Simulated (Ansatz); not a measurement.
The parent structure is Cs2AgBiBr6 (space group Fm-3m, No. 225).

```yaml
crystal:
  lattice:
    - [0.00000, 5.73848, 5.73848]
    - [5.73848, 0.00000, 5.73848]
    - [5.73848, 5.73848, 0.00000]
  atoms:
    - { symbol: Cs, position: [0.25000, 0.25000, 0.25000] }
    - { symbol: Cs, position: [0.75000, 0.75000, 0.75000] }
    - { symbol: Ag, position: [0.50000, 0.50000, 0.50000] }
    - { symbol: Bi, position: [0.00000, 0.00000, 0.00000] }
    - { symbol: Br, position: [0.74863, 0.25137, 0.25137] }
    - { symbol: Br, position: [0.25137, 0.74863, 0.74863] }
    - { symbol: Br, position: [0.25137, 0.74863, 0.25137] }
    - { symbol: Br, position: [0.74863, 0.25137, 0.74863] }
    - { symbol: Br, position: [0.25137, 0.25137, 0.74863] }
    - { symbol: Br, position: [0.74863, 0.74863, 0.25137] }
```

Method: Kohn–Sham DFT with the PBE functional, run in Ansatz (a quantum-chemistry and plane-wave program) with PAW and 420 eV plane waves, no spin-orbit coupling.

One change was made to it. Results:

```tsv
quantity	base	after
band gap	1.32 eV	zero
volume per atom	37.79 Å³	20.62 Å³
```

**Question.** Which of these changes matches the shifts?
(A) pressure 4.2 GPa
(B) pressure 30 GPa
(C) pressure −1 GPa
(D) pressure 60 GPa
(E) pressure 18 GPa

**Answer.** D, pressure 60 GPa. For comparison, the band gap in the other runs: pressure 30 GPa gives 0.33 eV; pressure 18 GPa gives 0.64 eV; pressure −1 GPa gives 1.42 eV; pressure 4.2 GPa gives 1.09 eV.

A case with no gap was solved on a k-mesh chosen for an insulator, which is coarse for it. With Bi present, leaving out spin-orbit coupling can change the band edges. Load acts through the strain it causes; cell and atoms are relaxed under it. Whether these cells are dynamically stable was not tested. Competing high-pressure phases were not computed. No Hubbard U is applied, and correlation can decide whether such a compound is a metal. The final runs are not spin-polarised. A zero or small gap of Cs2AgBiBr6 under pressure 60 GPa can be the functional's error rather than a property of the material.
